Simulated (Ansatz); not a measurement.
Fe on the Al site in wurtzite AlN (start: the Al site; 96-site cell, 2×2×2 shifted sampling). Calculation: PBE, PAW (plane waves to 420 eV; Ansatz, a program for electronic structure). Total energies of the localised charge states, counted from that of charge +1, and their image corrections (point charge with alignment); the host's valence-band maximum lies at 6.942 eV on the cells' energy zero and its gap is 4.03 eV.

```csv
charge,moment (μB),E − E(first) (eV),correction (eV)
+1,4.0,0.000,0.302
0,5.0,7.723,0.000
−1,4.0,17.257,0.128
```

Derive the transition levels above the valence-band maximum and say which of them are thermodynamic.

A level is the Fermi energy at which two charges have equal formation energy: ε(q/q′) = [E(q′) + corr(q′) − E(q) − corr(q)] / (q − q′) − E_VBM.
ε(+1/0) = [(7.723 + 0.000) − (0.000 + 0.302)] / 1 − 6.942 = 0.48 eV
ε(0/−1) = [(17.257 + 0.128) − (7.723 + 0.000)] / 1 − 6.942 = 2.72 eV
Thermodynamic levels at least 0.1 eV inside the gap: (+1/0) at 0.48 eV; (0/−1) at 2.72 eV. They hold to tenths of an eV in this cell. Only the charges listed were compared. Flagged in the runs: a host whose relaxation on this sampling wasn't shown to rest.
